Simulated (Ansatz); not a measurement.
By PBEsol, the system below comes out a metal.

Without scattering a metal conducts by its projected Fermi surface.

Input:

```yaml
crystal:
  lattice:
    - [3.17671, 0.00000, 0.00000]
    - [0.00000, 4.50531, 0.00000]
    - [0.00000, 0.00000, 4.50531]
  atoms:
    - { symbol: Ir, position: [0.50000, 0.50000, 0.50000] }
    - { symbol: Ir, position: [0.00000, 0.00000, 0.00000] }
    - { symbol: O, position: [0.00000, 0.69134, 0.69134] }
    - { symbol: O, position: [0.00000, 0.30866, 0.30866] }
    - { symbol: O, position: [0.50000, 0.19134, 0.80866] }
    - { symbol: O, position: [0.50000, 0.80866, 0.19134] }
```

The cell is taken as given; by PBEsol it stands under a pressure of -6.5 GPa.

The current flows along the normal of the first two printed cell vectors, the (100) plane of the conventional cell. No spin-orbit coupling; the value is a mean over 0.1 eV about the Fermi level.

Task: Give the ballistic conductance per area that PBEsol (Ansatz, a quantum-chemistry and plane-wave program) yields.

Result: 0.68 × 10¹⁵ S/m² for both spins.
